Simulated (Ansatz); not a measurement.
Surface: Si(111) 1x1 surface, 6 top atoms, 3 bilayers, bottom bilayer H-capped and fixed, every top atom capped by Cl; cell 11.5 x 6.6 Å; about 7 Å thick over the host's atoms, 18 atoms held. Computed with PBE-D3(BJ) (plane waves to 420 eV, PAW; Ansatz, an electronic-structure program). k mesh 1 x 2 x 1. The slab states were run without spin polarisation. Slab thickness, cell and mesh are as stated and are not converged limits. Energies are static: no zero-point or thermal part. Each state was relaxed from one prepared geometry.

One NH3 a cell is brought to Si(111):Cl. Relaxed result near the molecule:

```csv
atom,x (Å),y (Å),z (Å)
Cl(15),1.913,3.336,11.583
Cl(30),3.844,6.677,11.586
Cl(31),5.766,3.346,11.587
N(a0),3.529,4.969,14.418
H(a1),3.935,4.378,13.690
H(a2),3.612,4.446,15.292
H(a3),2.530,5.021,14.210
```

Problem. What is the adsorption energy against the free NH3 and the slab before, and how much of it is dispersion?

Solution. -0.14 eV (negative: bound); the D3 term gives -0.10 eV of it. Its closest contacts to the rest of the cell: H(a1)...Cl(31) 2.97 Å, H(a1)...Cl(15) 3.10 Å, H(a1)...Cl(30) 3.12 Å.
